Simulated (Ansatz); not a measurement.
System: antifluorite Be2C. Method: B3LYP (VWN-RPA form) (Ansatz, a first-principles code, PAW).

Run with plane-wave cutoff 460 eV, 10×10×10 k mesh, Fermi–Dirac smearing 0.01 eV, scalar-relativistic PAW data made under PBE.

Equation-of-state points:

```csv
V (Å³/atom),E − E_lowest (meV/atom),P (GPa)
6.374,11.74,11.65
6.542,2.83,5.50
6.707,0.00,0.08
6.877,2.62,-4.92
7.045,10.12,-9.31
```

Task: Estimate the bulk modulus from the pressures at 6.542 and 6.877 Å³/atom, and compare it with a fit to all energies.

Result: B = −V dP/dV. Between V = 6.542 and 6.877 Å³/atom, dP/dV = (-4.92 − (5.50))/(6.877 − 6.542) = -31.1 GPa per Å³/atom; at the midpoint 6.710 Å³/atom this gives B ≈ 209 GPa. The third-order Birch–Murnaghan fit gives V0 = 6.709 Å³/atom, B0 = 208 GPa, B′ = 3.4, which lies within 1 % of that estimate.

Measured, for comparison: equilibrium volume per atom 6.81 Å³/atom (temperature not stated, not corrected to a static lattice; as tabulated in Freccero, Grin, Wagner, Dalton Trans. (2023), ESI). Computed (rounded) less measured: equilibrium volume per atom -1.5 %. A static lattice is as a rule a little smaller and stiffer than an uncorrected measurement, which narrows the difference in the equilibrium volume per atom and would widen misses of the other sign.

Computed values are for the static lattice.

Cost on a shared machine: very roughly 10 core-minutes.
